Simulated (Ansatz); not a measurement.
By PBEsol, the system below comes out a metal.

Without scattering a metal conducts by its projected Fermi surface.

Here is the system:

```xyz
6
Lattice="4.5053 0.0000 0.0000 0.0000 4.5053 0.0000 0.0000 0.0000 3.0814" Properties=species:S:1:pos:R:3 pbc="T T T"
Ir     2.2527     2.2527     1.5407
Ir     0.0000     0.0000     0.0000
O      1.3906     1.3906     0.0000
O      3.1147     3.1147     0.0000
O      0.8620     3.6433     1.5407
O      3.6433     0.8620     1.5407
```

Space group of this cell: P4_2/mnm, rutile. The cell is strained (lengths along the current scaled by 0.97, ions clamped); by PBEsol its mean pressure is 5.0 GPa.

The current flows along the normal of the first two printed cell vectors, the (001) (indices of the unstrained crystal) plane of the conventional cell. No spin-orbit coupling; the value is a mean over 0.1 eV about the Fermi level.

Q: Give the ballistic conductance per area that Ansatz (a program for electronic structure) with PBEsol yields.

A: 0.55 × 10¹⁵ S/m² for both spins.
